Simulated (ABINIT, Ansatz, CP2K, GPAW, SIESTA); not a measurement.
**One structure in several programs: PbF2 (Fm-3m, 3 atoms in the cell)**

Band-structure calculation.

```
CELL_PARAMETERS angstrom
      0.00000     2.91920     2.91920
      2.91920     0.00000     2.91920
      2.91920     2.91920     0.00000
ATOMIC_POSITIONS crystal
  Pb 0.00000 0.00000 0.00000
  F  0.75000 0.75000 0.75000
  F  0.25000 0.25000 0.25000
```

Shared settings, as Ansatz (a program for electronic structure) writes them: kpoints.mp_grid.grid = 10 10 10; scf.occupations.method = fixed. Potentials and cutoffs stand in the table.

```csv
code,model,gap along the path (eV),smallest direct gap (eV),cutoff
SIESTA,"GGA PBE, numerical atomic orbitals DZP, PseudoDojo PBE standard norm-conserving potentials (rewritten from UPF to PSML)",4.34,4.51,grid 350 Ry
Ansatz,"PBE, default PAW files",4.40,4.56,default
GPAW,"PBE, GPAW PAW datasets PBE (gpaw-data 1.0.1)",4.33,4.48,900 eV
ABINIT,"PBE, PAW (JTH v2.0 PBE PAW)",4.40,4.55,653 eV
CP2K,"PBE, GPW, DZVP-MOLOPT-SR-GTH basis, GTH-PBE potentials (GTH_POTENTIALS)",4.34,4.53,grid 550 Ry
```

On Ansatz's run: spin-orbit coupling is off.

The spread over the programs that give each value: gap along the path within 0.07 eV; smallest direct gap within 0.08 eV.

SIESTA and CP2K use small atom-centred bases, whose incompleteness enters pressures, forces and empty levels differently from a plane-wave cutoff.

The starting cell comes from a database of computed structures (which also holds hypothetical and non-ambient phases and stackings), without a prior relaxation at this level. Its lattice was rescaled by a random factor within 2.5 % of one.

Left out of this page: Quantum ESPRESSO and FLEUR (not drawn, or without a comparable value).

Keys are those of Ansatz 0.2.
